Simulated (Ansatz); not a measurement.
Ag, response to strain

Consider Ag in the fcc (Cu type) structure (space group Fm-3m, No. 225; relaxed with 0.1 eV smearing).

```
Ag
1.0
    0.00000     2.05214     2.05214
    2.05214     0.00000     2.05214
    2.05214     2.05214     0.00000
Ag
1
Direct
  0.00000   0.00000   0.00000
```

Cartesian axes are those of the cell as printed.

Strains are applied to the cell and any free atomic positions relax; under biaxial strain the out-of-plane vector relaxes too.

Method: r2SCAN (Ansatz, a first-principles code, PAW, no SOC).

Notes on the quantities. energy relative to the base: free energy F.

```csv
"biaxial strain, plane normal [111], relaxed out of plane (%)",energy relative to the base (meV/atom)
-2.5,13.4
-2.08,9.1
-1.67,5.7
-1.25,3.1
-0.83,1.3
-0.42,?
0,0.0
```

Question: Fit ΔE = Aε² + Bε³ (ε in %) to the rows shown and predict the withheld row.

Answer: Least squares on the printed values gives A = 1.84 and B = -0.12 meV/atom (largest residual 0.0 meV/atom); this predicts 0.3 meV/atom, and the run gives 0.3 meV/atom, in agreement.

Stability against distortions was not tested.
